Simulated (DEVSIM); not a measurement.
Structure: abrupt Si p-n junction, at 300 K.

Layer 1 from the left is Si, thickness (μm) 37.0, Na (cm⁻³) 1.7e17, τn (s) 0.00099, τp (s) 0.00099. Layer 2 from the left is Si, thickness (μm) 100, Nd (cm⁻³) 1.3e17, τn (s) 0.00099, τp (s) 0.00099.

Left contact: ohmic. Right contact: ohmic. Voltage is applied to the left contact. Recombination: SRH at mid-gap, radiative, Auger. Mobility is constant in doping.

The device is made up for the run: typed textbook-type constants, with dimensions and the other settings drawn at random. Values at 300 K.

Si: gap (eV) 1.124, affinity (eV) 4.05, permittivity 11.7, Nc (cm⁻³) 2.86e19, Nv (cm⁻³) 3.1e19, μn (cm²/Vs) 1417, μp (cm²/Vs) 470, B (cm³/s) 4.7e-15, Cn (cm⁶/s) 2.8e-31, Cp (cm⁶/s) 9.9e-32.

Simulated with DEVSIM: 1D drift-diffusion, Boltzmann statistics, complete ionisation; no tunnelling, impact ionisation, image-force lowering or self-heating.

Task: What does the simulation give for the dark forward voltage at 100 A/cm², the potential step across the device at zero bias, the largest field in the device at zero bias, the dark forward voltage at 1 A/cm²?

Result: dark forward voltage at 100 A/cm² 0.856 V; potential step across the device at zero bias 0.850 V; largest field in the device at zero bias 130000 V/cm; dark forward voltage at 1 A/cm² 0.709 V.
